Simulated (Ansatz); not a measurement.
# Re: transverse stress against strain

Re (hcp, P6_3/mmc, 14.560 Å³/atom at rest, c along z) under a strain ε along c (axis z), the other axes held. PBEsol in Ansatz, a plane-wave DFT program (PAW, default set), 420 eV, 24×24×13 Γ-centred mesh, Fermi-Dirac smearing 0.10 eV; ions are relaxed within the symmetry of each cell. Stress is positive for a compressed cell.

Here s stands for strain and y for stress xx.

```csv
strain (%),stress xx (GPa)
-3.00,?
-1.50,3.81
-1.00,2.48
-0.50,1.21
0.00,0.00
0.50,-1.16
1.00,-2.27
1.50,-3.33
```

Q: Using a straight line, estimate the missing y at s = -3.00 from the other rows, showing the fit.

A: Means: s 0, y 0.106. About the means, the sum of products is -16.645 and the sum of squares of s is 7.0000; the slope is their ratio. Least squares gives y = 0.106 - 2.3779·s. Residuals (row less fit): 0.137, -0.004, -0.085, -0.106, -0.077, 0.002, 0.131; standard error 0.110 (degrees of freedom: 5). The slope gives the elastic constant C13 = 238 ± 4 GPa. At the withheld row, y = 0.106 - 2.3779 × (-3.0) = 7.240 GPa. The calculation gives 8.13 GPa, 0.890 GPa above the prediction (7.8 % of the range of y in the table). The row lies outside the fitted rows, so this is an extrapolation. From the scatter of the fitted rows alone, a prediction at this place has a standard error of 0.171 GPa, so the miss is 5.2 times that.

One order more, fitted to all 13 runs of the series, follows each within 0.02, so the miss is the next term of a smooth law. In a metal these values are sensitive to mesh and smearing; energies are taken to zero smearing, stresses follow the free energy. Rows are the converged runs of the series near zero and its far end; series whose fitted rows scatter by over a few per cent of the range, as at a crossing or softening among them, aren't shown in this form. Most that stay on the fit to the last digits aren't either.
